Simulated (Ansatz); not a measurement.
LuAu2 (I4/mmm, No. 139; cell taken from a computed entry)

Computed with r²SCAN in Ansatz (PAW).

Run with plane-wave cutoff 500 eV, 22×22×22 k mesh, Fermi–Dirac smearing 0.1 eV, scalar-relativistic PAW data made under PBE.

Cell (relaxed at this level):

```
CELL_PARAMETERS angstrom
     -1.82554     1.82554     4.45485
      1.82554    -1.82554     4.45485
      1.82554     1.82554    -4.45485
ATOMIC_POSITIONS crystal
  Lu 0.00000 0.00000 0.00000
  Au 0.66452 0.66452 0.00000
  Au 0.33548 0.33548 0.00000
```

| Property | Result |
|---|---|
| band gap | zero (no gap) |

Note: the relaxation could not lower the start's symmetry, so the cell can be a saddle point above a distorted one.

Spin–orbit coupling is not included; it can shift volumes and moduli of such heavy elements.

Static lattice: no zero-point or thermal effects.

Ansatz is an electronic-structure program.
